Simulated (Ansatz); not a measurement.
## A computed series for Al2Pt: response to strain

Take Al₂Pt (space group Fm-3m, No. 225; relaxed with 0.1 eV smearing) as the base.

```
CELL_PARAMETERS angstrom
      0.00000     2.97326     2.97326
      2.97326     0.00000     2.97326
      2.97326     2.97326     0.00000
ATOMIC_POSITIONS crystal
  Al 0.25000 0.25000 0.25000
  Al 0.75000 0.75000 0.75000
  Pt 0.00000 0.00000 0.00000
```

Strains are applied to the cell and any free atomic positions relax.

All numbers come from DFT with PBE, PAW potentials and a 420 eV plane-wave cutoff in Ansatz (an electronic-structure program), no spin-orbit coupling.

Notes on the quantities. energy relative to the base: free energy F.

```csv
case,energy relative to the base,volume per atom,pressure
base,0 meV/atom,17.52 Å³,0.0 GPa
isotropic strain −3.00 %,+64 meV/atom,15.99 Å³,14.5 GPa
isotropic strain −2.50 %,+43 meV/atom,16.24 Å³,11.6 GPa
isotropic strain −1.50 %,+15 meV/atom,16.75 Å³,6.5 GPa
isotropic strain −1.00 %,+6.6 meV/atom,17.00 Å³,___
isotropic strain +0.50 %,+1.6 meV/atom,17.79 Å³,-1.9 GPa
isotropic strain +1.00 %,+6.1 meV/atom,18.05 Å³,-3.6 GPa
isotropic strain +1.50 %,+14 meV/atom,18.32 Å³,-5.2 GPa
isotropic strain +2.00 %,+24 meV/atom,18.60 Å³,-6.7 GPa
isotropic strain +3.00 %,___,19.15 Å³,-9.4 GPa
```

Fill in the withheld entries from the trend.


- isotropic strain −1.00 %, pressure: 4.2 GPa
- isotropic strain +3.00 %, energy relative to the base: +52 meV/atom

Whether these cells are dynamically stable was not tested. The final runs are not spin-polarised.
